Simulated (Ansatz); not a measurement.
What isotropic strain −4.32 % does to Cr2CuTe4

Take Cr$_{2}$CuTe$_{4}$ in the spinel structure (space group Fd-3m, No. 227; a = 11.0003 Å; ferromagnetic; a cell from a computed database, its experimental status unchecked) as the base.

One thing is altered: the cell is scaled by 0.9568 in all directions; the atoms relax in the strained cell.

Level of theory: PBEsol in Ansatz (plane waves to 420 eV, PAW, scalar-relativistic without spin-orbit coupling). Γ-centred 6×6×6 mesh, Fermi–Dirac width 0.05 eV.

```csv
quantity,base,changed,shift
volume per atom,23.77 Å³,20.82 Å³,-2.95 Å³
shortest interatomic distance,2.510 Å,2.380 Å,-0.130 Å
energy relative to the base (free energy F),0 meV/atom,+100 meV/atom,+100 meV/atom
band gap,zero,zero,–
magnetic state,ferromagnetic,ferromagnetic,–
largest site moment,2.77 μB,2.48 μB,-0.29 μB
```

Final structure:

```yaml
crystal:
  lattice:
    - [0.00000, 5.26253, 5.26253]
    - [5.26253, 0.00000, 5.26253]
    - [5.26253, 5.26253, 0.00000]
  atoms:
    - { symbol: Cr, position: [0.12500, 0.12500, 0.12500] }
    - { symbol: Cr, position: [0.62500, 0.12500, 0.12500] }
    - { symbol: Cr, position: [0.12500, 0.12500, 0.62500] }
    - { symbol: Cr, position: [0.12500, 0.62500, 0.12500] }
    - { symbol: Cu, position: [0.50000, 0.50000, 0.50000] }
    - { symbol: Cu, position: [0.75000, 0.75000, 0.75000] }
    - { symbol: Te, position: [0.88054, 0.88054, 0.88054] }
    - { symbol: Te, position: [0.89162, 0.36946, 0.36946] }
    - { symbol: Te, position: [0.88054, 0.88054, 0.35838] }
    - { symbol: Te, position: [0.36946, 0.89162, 0.36946] }
    - { symbol: Te, position: [0.35838, 0.88054, 0.88054] }
    - { symbol: Te, position: [0.36946, 0.36946, 0.36946] }
    - { symbol: Te, position: [0.88054, 0.35838, 0.88054] }
    - { symbol: Te, position: [0.36946, 0.36946, 0.89162] }
```

Other magnetic orders, which the real material may have, were not ruled out. No phonon test of stability was made.

Ansatz is a first-principles code.
